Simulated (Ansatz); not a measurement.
Base system: Na2S in the anti-fluorite structure (space group Fm-3m, No. 225; a = 6.568 Å).

Level of theory: PBE (Ansatz, a first-principles code, PAW, no spin-orbit coupling).

For the base:

- Electron mass = 0.29 mₑ (at Γ)

It is then changed as follows: an isotropic linear strain of −1.50 %; the atoms relax in the strained cell.

Question: What happens to the electron mass and energy relative to the base?

Answer: The electron mass is still 0.29 mₑ (at Γ); the energy increases by 4.4 meV/atom.

The levels and masses belong to the bands next to the band gap. Effective masses come from finite differences of ±0.01 Å⁻¹. No phonon test of stability was made.
